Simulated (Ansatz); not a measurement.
H on the 1x1 (100) surface of fcc Cu, one in a 3x3 cell, energies for each (59.3 Å²). Energies are against ½ H2(g), without zero-point or thermal terms; each row is named by its start.

All values below come from PBE (plane waves to 420 eV, PAW; Ansatz, a first-principles code).

**Question.** Which site binds most strongly?
A) hollow Cu-Cu-Cu-Cu over Cu at depth 1.8 Å
B) bridge Cu-Cu (span 2.6 Å)
C) top Cu

**Answer.** A, hollow Cu-Cu-Cu-Cu over Cu at depth 1.8 Å. Adsorption energies: hollow Cu-Cu-Cu-Cu over Cu at depth 1.8 Å -0.17 eV; bridge Cu-Cu (span 2.6 Å) -0.09 eV; top Cu 0.38 eV.
